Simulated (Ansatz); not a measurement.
## SiC (model structure, started from the WC type, P-6m2, No. 187, 2 atoms in the cell): lattice parameter a by level of theory

No measured value is used here.

```json
[
 {"level (code)": "LDA (Ansatz)", "value (Å)": "2.823"},
 {"level (code)": "PBE (Ansatz)", "value (Å)": "2.863"},
 {"level (code)": "PBEsol (Ansatz)", "value (Å)": "2.841"},
 {"level (code)": "PBE-D3(BJ) (Ansatz)", "value (Å)": "2.831"},
 {"level (code)": "r²SCAN (Ansatz)", "value (Å)": "2.854"},
 {"level (code)": "r²SCAN+rVV10 (Ansatz)", "value (Å)": "2.850"}
]
```

Cutoffs differ between the levels. Ansatz's density-functional and Hartree–Fock values are scalar-relativistic unless marked +SOC, with PAW data made under PBE.

A model structure was made by putting elements into a prototype or built by hand; it is no filed structure, need not be a known phase, and can be a saddle point held by its symmetry.

Ansatz is a program for electronic structure.
